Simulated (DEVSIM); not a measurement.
Device: abrupt Si n-p junction, at 300 K.

| layer (left to right) | material | thickness (μm) | Nd (cm⁻³) | Na (cm⁻³) | τn (s) | τp (s) |
|---|---|---|---|---|---|---|
| 1 | Si | 7.70 | 6.5e18 | - | 2.7e-6 | 2.7e-6 |
| 2 | Si | 34.0 | - | 1.5e16 | 2.7e-6 | 2.7e-6 |

Left contact: ohmic. Right contact: ohmic. Voltage is applied to the left contact. Recombination: SRH at mid-gap, Auger. Mobility is μmin + (μ − μmin)/(1 + (N/Nref)^α).

This is a model device: material constants are rounded textbook-type values typed into the input, and sizes, dopings and lifetimes were drawn at random. Values at 300 K; Nc and Nv go as T^1.5, mobilities as T to minus their exponent, the gap by Varshni's rule with the affinity fixed.

```tsv
parameter	Si
gap (eV)	1.124
affinity (eV)	4.05
permittivity	11.7
Nc (cm⁻³)	2.86e19
Nv (cm⁻³)	3.1e19
μn (cm²/Vs)	1417
μp (cm²/Vs)	470
μn,min	52
μp,min	45
Nref,n	9.7e16
Nref,p	2.2e17
αn	0.68
αp	0.72
T exponent of μn	2.3
T exponent of μp	2.2
Cn (cm⁶/s)	2.8e-31
Cp (cm⁶/s)	9.9e-32
Varshni α (eV/K)	0.000473
Varshni β (K)	636
```

Model (solved in DEVSIM): 1D drift-diffusion, Boltzmann statistics, complete ionisation; no tunnelling, impact ionisation, image-force lowering or self-heating.

The temperature was swept, all else fixed.

```csv
temperature (K),potential step across the device at zero bias (V),dark forward voltage at 100 A/cm² (V),largest field in the device at zero bias (V/cm),dark forward voltage at 1 A/cm² (V)
250,0.952,0.871,140000,0.750
300,0.888,0.800,150000,0.653
350,0.822,0.730,160000,0.553
400,0.752,0.657,170000,0.451
450,0.681,0.584,180000,0.347
500,0.607,?,180000,?
```

**Question.** Complete the blanks.

**Answer.** 
- 500, dark forward voltage at 100 A/cm² (V): 0.509
- 500, dark forward voltage at 1 A/cm² (V): 0.242
